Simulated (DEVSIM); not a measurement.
## GaN n+/n-/n+ resistor

Device: GaN n+/n-/n+ resistor, at 300 K.

```tsv
layer (left to right)	material	thickness (μm)	Nd (cm⁻³)	τn (s)	τp (s)
1	GaN	0.280	1.6e17	1.8e-8	1.8e-8
2	GaN	0.540	5.7e10	1.8e-8	1.8e-8
3	GaN	0.850	8.8e17	1.8e-8	1.8e-8
```

Left contact: ohmic. Right contact: ohmic. Voltage is applied to the left contact. Recombination: SRH at mid-gap, Auger. Mobility is μmin + (μ − μmin)/(1 + (N/Nref)^α).

Constants are typed, rounded textbook-type inputs, not results; the design itself was drawn at random and stands for no fabricated device. Values at 300 K.

```tsv
parameter	GaN
gap (eV)	3.43
affinity (eV)	4.1
permittivity	9.5
Nc (cm⁻³)	2.3e18
Nv (cm⁻³)	4.6e19
μn (cm²/Vs)	1200
μp (cm²/Vs)	100
μn,min	55
μp,min	3
Nref,n	2e17
Nref,p	3e17
αn	1
αp	2
Cn (cm⁶/s)	1e-30
Cp (cm⁶/s)	1e-30
```

Model (solved in DEVSIM): 1D drift-diffusion, Boltzmann statistics, complete ionisation; no tunnelling, impact ionisation, image-force lowering or self-heating.

Dark forward current:

(V (V), J (A/cm²)): (0.05, 270); (0.15, 890); (0.25, 1600); (0.35, 2500); (0.45, 3500); (0.55, 4700); (0.65, 5900); (0.75, 7300); (0.85, 8900); (0.95, 10000); (1.10, 13000); (1.20, 15000); (1.30, 17000); (1.40, 19000); (1.50, 21000); (1.60, 24000); (1.70, 26000); (1.80, 29000); (1.90, 31000); (2.00, 34000)
